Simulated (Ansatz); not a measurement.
Consider TiAl (space group P4/mmm, No. 123; a = 2.813 Å, c = 4.058 Å).

Calculations: plane-wave PAW DFT at the r2SCAN level (Ansatz, a quantum-chemistry and plane-wave program, 500 eV), spin-orbit coupling left out.

One change was made to it. Results:

The shortest interatomic distance shrinks by 0.015 Å, from 2.813 Å to 2.798 Å; the density rises by 0.07 g/cm³ to 3.94 g/cm³.

### Question
What was done to the base?
A) pressure 2.1 GPa
B) pressure 0.9 GPa
C) pressure 9 GPa

### Answer
A, pressure 2.1 GPa. For comparison, the shortest interatomic distance in the other runs: pressure 9 GPa gives 2.753 Å; pressure 0.9 GPa gives 2.806 Å.

Load acts through the strain it causes; cell and atoms are relaxed under it. No phonon test of stability was made. Competing high-pressure phases were not computed. The final runs are not spin-polarised.
